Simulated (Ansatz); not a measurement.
TiAl3 (I4/mmm, No. 139)

Method: r²SCAN (Ansatz, a quantum-chemistry and plane-wave program, PAW).

Run with plane-wave cutoff 600 eV, 24×24×24 k mesh, Fermi–Dirac smearing 0.036 eV (set by the program), no spin polarisation, scalar-relativistic PAW data made under PBE.

Cell: relaxed at this level.

```
Property                                         Result
---------------------------------------------  --------
Voigt–Reuss–Hill bulk modulus                   115 GPa
Voigt–Reuss–Hill shear modulus (Hill average)  98.1 GPa
Young modulus                                   229 GPa
Poisson ratio                                     0.169
```

Elastic constants are with the ions relaxed.

The computed numbers hold no vibrational or temperature effects.
